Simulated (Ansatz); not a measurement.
## What pressure 4.2 GPa does to HfO2

The reference is HfO2 in the fluorite structure (space group Fm-3m, No. 225; a = 5.0585 Å).

It is then changed as follows: cell and atoms relaxed at a pressure of 4.2 GPa.

Calculations: DFT with r2SCAN, PAW potentials and a 500 eV plane-wave cutoff in Ansatz (a first-principles code), without spin-orbit coupling. Γ-centred 11×11×11 mesh, Fermi–Dirac width 0.05 eV.

| quantity | base | changed | shift |
|---|---|---|---|
| volume per atom | 10.79 Å³ | 10.63 Å³ | -0.16 Å³ |
| density | 10.80 g/cm³ | 10.96 g/cm³ | +0.16 g/cm³ |
| lattice parameter a | 5.058 Å | 5.033 Å | -0.025 Å |
| shortest interatomic distance | 2.190 Å | 2.179 Å | -0.011 Å |
| enthalpy H = E + PV relative to the base's energy | – | +0.28 eV/atom | – |
| band gap | 4.30 eV | 4.34 eV | +0.04 eV |
| gap character | direct at X | direct at X | – |
| mean gap deformation potential ΔEg/Δln V | – | -2.7 eV | – |
| width of the top valence band | 1.90 eV | 1.92 eV | +0.02 eV |
| electron mass | 1.1 mₑ along k, 0.76 mₑ across (at X) | 1.1 mₑ along k, 0.75 mₑ across (at X) | – |
| hole mass | 0.28 mₑ along k, 2.9 mₑ across (at X) | 0.28 mₑ along k, 2.9 mₑ across (at X) | – |

With Hf present, leaving out spin-orbit coupling can change the band edges. Load acts through the strain it causes; cell and atoms are relaxed under it. Effective masses come from finite differences of ±0.01 Å⁻¹. Along k means along the line from Γ to the band edge. Whether these cells are dynamically stable was not tested. This is not the structure that HfO2 has at room temperature and ambient pressure.
